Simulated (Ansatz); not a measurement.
Input and output of a self-consistent single point for Mg (P6_3/mmc, 4 atoms in the cell) (Ansatz, a program for electronic structure).

Computed with PBE, PAW files (plane waves; Ansatz).

The change in words: lattice scaled by 0.98. Reference geometry:
```xyz
4
Lattice="3.1571 0.0000 0.0000 -1.5786 2.7342 0.0000 0.0000 0.0000 10.2549" Properties=species:S:1:pos:R:3 pbc="T T T"
Mg     0.0000     0.0000     0.0000
Mg     0.0000     0.0000     5.1274
Mg     0.0000     1.8228     2.5637
Mg     1.5786     0.9114     7.6912
```

Reference input (self-consistent single point, DFT, PBE, plane waves, PAW files): basis.ecutwfc = 420 eV; kpoints.mp_grid.grid = 8 8 3; hamiltonian.xc = pbe; hamiltonian.pseudopotentials = {kind: paw} (an earlier, softer set of the program's PAW files); scf.occupations.method = gaussian; scf.occupations.width = 0.136 eV. This run's input differs from it in these lines:

```diff
@@ -3,5 +3,5 @@
   lattice:
-    - [3.157134, 0.000000, 0.000000]
-    - [-1.578567, 2.734157, 0.000000]
-    - [0.000000, 0.000000, 10.254883]
+    - [3.093991, 0.000000, 0.000000]
+    - [-1.546996, 2.679474, 0.000000]
+    - [0.000000, 0.000000, 10.049785]
   atoms:
```

The program printed (abridged):

```
SCF iter   1: F=—  HF=-7695.169889 eV  |F-HF|=—  |Δ(HF+E_count)|=         —  Δρ=1.36e-2  dr2=1.98e-1  ethr=3.10e-3  ⟨swp⟩=5.5  Hψ=1952  notcnv=0
all-band conjugate gradients solve this SCF's bands
preconditioner: auto → Kerker (q_TF=auto, 2.414 Å⁻¹)
SCF iter   2: F=—  HF=-7695.162335 eV  |F-HF|=—  |Δ(HF+E_count)|=   7.55e-3  Δρ=9.80e-3  dr2=1.04e-1  ethr=4.95e-4  ⟨swp⟩=1.1  Hψ=641  notcnv=0
SCF iter   3: F=—  HF=-7695.136532 eV  |F-HF|=—  |Δ(HF+E_count)|=   2.58e-2  Δρ=1.49e-3  dr2=1.39e-3  ethr=2.60e-4  ⟨swp⟩=1.9  Hψ=523  notcnv=0
SCF iter   4: F=—  HF=-7695.137082 eV  |F-HF|=—  |Δ(HF+E_count)|=   5.50e-4  Δρ=1.29e-4  dr2=1.80e-5  ethr=3.49e-6  ⟨swp⟩=2.0  Hψ=856  notcnv=0
SCF iter   5: F=—  HF=-7695.137023 eV  |F-HF|=—  |Δ(HF+E_count)|=   5.89e-5  Δρ=6.11e-5  dr2=3.35e-6  ethr=4.51e-8  ⟨swp⟩=2.0  Hψ=881  notcnv=0
SCF iter   6: F=—  HF=-7695.137024 eV  |F-HF|=—  |Δ(HF+E_count)|=   4.98e-7  Δρ=2.03e-5  dr2=4.54e-7  ethr=8.38e-9  ⟨swp⟩=1.1  Hψ=482  notcnv=0
SCF iter   7: F=-7695.137024 eV  HF=-7695.137024 eV  |F-HF|=4.70e-10  |Δ(HF+E_count)|=   6.40e-9  Δρ=3.08e-6  dr2=6.69e-9  ethr=2.50e-10  ⟨swp⟩=5.0  Hψ=1722  notcnv=0
SCF 1 converged in 7 iterations: F = -7695.137024 eV  dr2 = 6.69e-9
Free energy (F): -7695.137024 eV
Internal energy: -7695.122958 eV  (E = F + TS)
E sigma→0 (E₀):  -7695.129991 eV
Entropy (-TS):   -0.014066 eV (-3.516 meV/atom)
Fermi energy:    6.512091 eV
--- Forces (eV/Å), atoms counted from 1 ---
  atom   1  Mg     0.00000000    -0.00000000    -0.00000000
   [... zero for the other atoms too ...]
--- Stress (GPa, compression-positive) ---
        4.570965       0.000000       0.000000
        0.000000       4.570965       0.000000
        0.000000       0.000000       4.102331
  P = ⅓ Tr σ = 4.4148 GPa (44.148 kbar)
  The stress holds the Pulay correction. Without it, at fixed plane waves, as pw.x and ABINIT print it: P = 4.4074 GPa
```

The run converged in 7 iterations. Against the reference run the free energy goes up by 23.7 meV/atom and the pressure goes from 1.56 to 4.41 GPa.

The starting cell comes from a database of computed structures (which also holds hypothetical and non-ambient phases and stackings), without a prior relaxation at this level. Its lattice was rescaled by a random factor within 2.5 % of one. For this run, on top of that: lattice scaled by 0.98. With a pressure of about 4 GPa the cell is away from its equilibrium volume at this level. Ansatz's pressure includes its estimate of the finite-basis (Pulay) stress.

Keys are those of Ansatz 0.2.
